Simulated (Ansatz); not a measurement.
Structures of equal composition on the (111) surface of fcc Ag: a layer of Sn in place of the second plane; a layer of Sn in place of the third plane. The slabs share one bottom face, and each structure is named by its start. These are constructed structures in small cells; real faces may alloy, dewet or reconstruct in larger ones, and not all known structures of the face are among them. Slabs of about 12 Å, Fermi-Dirac smearing of 0.1 eV. Bottom of the slabs: a bare face, its two planes held. Relaxed from the named starts with such symmetry as they have, on meshes of like density; energies extrapolated to zero smearing; spin only where a row says so; no spin-orbit coupling, no U. Brackets mark spin-polarised runs, whose order is one that fits the cell.

Method: PBE (plane waves to 420 eV, PAW; Ansatz, a first-principles code).

### Question
Put the candidates in order of energy per 1x1 cell, lowest first, for PBE.

### Answer
a layer of Sn in place of the second plane (0.000 eV), a layer of Sn in place of the third plane (0.054 eV)
